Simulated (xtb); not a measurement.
xtb 6.7.1, GFN2-xTB: COc1c(F)c(F)c(-c2ccc(-c3ccc4c(c3)sc3cc(F)ccc34)o2)c(F)c1F, 42 atoms. The geometry is a generated start, not checked to be a minimum at this level.

| Property | Result |
|---|---|
| method | GFN2-xTB |
| --acc | 1 (default) |
| --etemp (K) | 300 (default) |
| detailed input (--input) | none: ANC optimiser, Lindh (1995) Hessian, microcycle=20, maxdispl=1.0, hlow=0.01 (default) |
| basis functions | 141 |
| valence electrons | 156 |

The structure is relaxed from this start with --opt LEVEL for the levels crude, sloppy, loose, lax, normal, tight, vtight, extreme, once each. Up to the end of the extreme run atoms move by at most 0.57 Å along an axis.

Task: Choose the cheapest level whose final energy lies within 1 meV of that of extreme.

Result: tight: 40 cycles against 68, ending 0.33 meV above.

| level | cycles | energy above the extreme run (meV) | gradient norm (eV/Å) |
|---|---|---|---|
| crude | 4 | 12 | 0.27 |
| sloppy | 5 | 9.7 | 0.10 |
| loose | 6 | 8.6 | 0.15 |
| lax | 12 | 3.6 | 0.042 |
| normal | 14 | 3.3 | 0.020 |
| tight | 40 | 0.33 | 0.0056 |
| vtight | 68 | under 0.01 | 0.0014 |
| extreme | 68 | — | 0.0014 |
